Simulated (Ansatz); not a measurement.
The parent structure is Mg in the hcp (Mg type) structure (space group P6_3/mmc, No. 194; a = 3.175 Å, c = 5.163 Å; relaxed with 0.1 eV smearing). Axes: x lies along a and z along c of the hexagonal cell.

Structures relaxed with PBEsol (Ansatz, an electronic-structure program, PAW, no SOC).

Base:

Simulated powder pattern, Co Kα, λ = 1.79026 Å (kinematic, ideal powder, no thermal factors, no anomalous dispersion; the 10 strongest lines at most, above 2 %, up to 2θ = 90°):

| 2θ (°) | I/Imax (%) | hkl |
|---|---|---|
| 38.00 | 24 | (100) |
| 40.58 | 27 | (002) |
| 43.29 | 100 | (101) |
| 56.80 | 15 | (102) |
| 68.64 | 17 | (110) |
| 75.70 | 19 | (103) |
| 81.24 | 2.6 | (200) |
| 82.90 | 20 | (112) |
| 84.72 | 14 | (201) |
| 87.82 | 2.9 | (004) |

Now apply this change: uniaxial strain ε_zz = −1.00 %, all other strain components held at zero; the atoms relax in the strained cell.

After the change:

Simulated powder pattern, Co Kα, λ = 1.79026 Å (kinematic, ideal powder, no thermal factors, no anomalous dispersion; the 10 strongest lines at most, above 2 %, up to 2θ = 90°):

| 2θ (°) | d (Å) | I/Imax (%) | hkl |
|---|---|---|---|
| 38.00 | 2.750 | 24 | (100) |
| 41.01 | 2.556 | 26 | (002) |
| 43.39 | 2.422 | 100 | (101) |
| 57.13 | 1.872 | 15 | (102) |
| 68.64 | 1.588 | 17 | (110) |
| 76.35 | 1.448 | 19 | (103) |
| 81.24 | 1.375 | 2.6 | (200) |
| 83.18 | 1.349 | 20 | (112) |
| 84.79 | 1.328 | 14 | (201) |
| 88.94 | 1.278 | 2.8 | (004) |

The indices refer to the base's conventional cell; one index is shown for lines that coincide.

Stability against distortions was not tested.
